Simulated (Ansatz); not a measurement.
The parent structure is Ce in the fcc (Cu type) structure (space group Fm-3m, No. 225).

```yaml
crystal:
  lattice:
    - [0.00000, 2.29110, 2.29110]
    - [2.29110, 0.00000, 2.29110]
    - [2.29110, 2.29110, 0.00000]
  atoms:
    - { symbol: Ce, position: [0.00000, 0.00000, 0.00000] }
```

Cartesian axes are those of the cell as printed.

Computed with plane-wave PAW DFT at the PBEsol level (Ansatz, a first-principles code, 420 eV), no spin-orbit coupling.

Strains are applied to the cell and any free atomic positions relax; under biaxial strain the out-of-plane vector relaxes too.

One change was made to it. Results:

```tsv
quantity	base	after
energy relative to the base (free energy F)	0 meV/atom	+0.2 meV/atom
volume per atom	24.05 Å³	23.97 Å³
pressure (mean of the normal stresses, compression positive)	0.0 GPa	0.2 GPa
```

### Question
Name the change that was made.
A) biaxial strain −3.67 %, plane normal [111], relaxed out of plane
B) biaxial strain −0.62 %, plane normal [001], relaxed out of plane
C) uniaxial strain ε_yy = +5.59 %
D) biaxial strain +2.05 %, plane normal [001], relaxed out of plane

### Answer
B, biaxial strain −0.62 %, plane normal [001], relaxed out of plane. For comparison, the energy relative to the base in the other runs: biaxial strain −3.67 %, plane normal [111], relaxed out of plane gives +28 meV/atom; uniaxial strain ε_yy = +5.59 % gives +14 meV/atom; biaxial strain +2.05 %, plane normal [001], relaxed out of plane gives +4.1 meV/atom.

The 4f electrons are in the valence with no U and their state was not checked, so volumes and moments can be off. Without a gap, meshes like the base's 17×17×17 leave anisotropic stresses uncertain by several tenths of a GPa, and small strain energies with them. No phonon test of stability was made. Starting moments died away, wholly or in part, for the base; another magnetic solution may exist. All final runs are without spin polarisation.
